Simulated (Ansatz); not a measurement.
Where the default PAW files enter, the runs use the earlier of Ansatz's two default sets.

**Evanescent states of SiO2 (P4_2/mnm, rutile, 6 atoms a cell, 8.0 Å³ an atom, -10 GPa at this level) along the normal of (110)**

These are r2SCAN (plane waves, PAW; Ansatz, an electronic-structure program) values and carry that method's errors.

The gap is the functional's own. No spin-orbit coupling. Mid-gap values are interpolated on the energy grid.

Energies count from the valence-band top; κ is the least over a 12×6 mesh across the current.

```json
[
 {"E (eV)": "0.14", "κ (1/Å)": "0.195", "where": "Γ"},
 {"E (eV)": "0.41", "κ (1/Å)": "0.325", "where": "Γ"},
 {"E (eV)": "0.68", "κ (1/Å)": "0.349", "where": "Γ"},
 {"E (eV)": "0.94", "κ (1/Å)": "0.368", "where": "Γ"},
 {"E (eV)": "1.22", "κ (1/Å)": "0.384", "where": "Γ"},
 {"E (eV)": "1.49", "κ (1/Å)": "___", "where": "Γ"},
 {"E (eV)": "1.75", "κ (1/Å)": "___", "where": "Γ"},
 {"E (eV)": "2.02", "κ (1/Å)": "___", "where": "Γ"},
 {"E (eV)": "2.29", "κ (1/Å)": "___", "where": "Γ"},
 {"E (eV)": "2.56", "κ (1/Å)": "___", "where": "Γ"},
 {"E (eV)": "2.83", "κ (1/Å)": "___", "where": "Γ"},
 {"E (eV)": "3.10", "κ (1/Å)": "___", "where": "Γ"},
 {"E (eV)": "3.38", "κ (1/Å)": "___", "where": "Γ"},
 {"E (eV)": "3.65", "κ (1/Å)": "___", "where": "Γ"},
 {"E (eV)": "3.92", "κ (1/Å)": "___", "where": "Γ"},
 {"E (eV)": "4.18", "κ (1/Å)": "___", "where": "Γ"},
 {"E (eV)": "4.46", "κ (1/Å)": "___", "where": "Γ"},
 {"E (eV)": "4.72", "κ (1/Å)": "0.332", "where": "Γ"},
 {"E (eV)": "5.00", "κ (1/Å)": "0.303", "where": "Γ"},
 {"E (eV)": "5.26", "κ (1/Å)": "0.266", "where": "Γ"},
 {"E (eV)": "5.54", "κ (1/Å)": "0.216", "where": "Γ"},
 {"E (eV)": "5.80", "κ (1/Å)": "0.139", "where": "Γ"}
]
```

Problem. Fill in the missing entries.

Solution. 
- 1.49, κ (1/Å): 0.396
- 1.75, κ (1/Å): 0.405
- 2.02, κ (1/Å): 0.412
- 2.29, κ (1/Å): 0.416
- 2.56, κ (1/Å): 0.418
- 2.83, κ (1/Å): 0.417
- 3.10, κ (1/Å): 0.414
- 3.38, κ (1/Å): 0.408
- 3.65, κ (1/Å): 0.400
- 3.92, κ (1/Å): 0.388
- 4.18, κ (1/Å): 0.374
- 4.46, κ (1/Å): 0.355
